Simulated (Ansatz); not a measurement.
Ru interstitial in corundum (the name describes the start): one set of geometries, relaxed with PBE, evaluated in Ansatz (PAW, plane waves to 420 eV, 500 eV under r2SCAN) with PBE, r2SCAN.

Details: 120-site cell; 2×2×2 Γ-centred k-points; start: void with 3O nearest, no. 1; charged states image-corrected; corrections pass 1 eV, so highly charged states may be off by several tenths; relaxed from one start, so a lower configuration may exist; flagged in the runs: a host whose relaxation on this sampling wasn't shown to rest, a strain field that reaches the edge of the cell.

```tsv
quantity	PBE	r2SCAN
host gap (eV)	5.85	6.73
ε(0/−1) above the VBM (eV)	5.21	5.60
neutral formation energy against hcp Ru (eV)	11.03	10.94
largest moment on one atom at charge −1 (μB)	0.61	0.69
```

PBE narrows the gap by 0.88 eV against r2SCAN, the highest level run, and puts the level shown 0.39 eV lower above the valence-band maximum (from the rounded values).

Ansatz is a first-principles code.
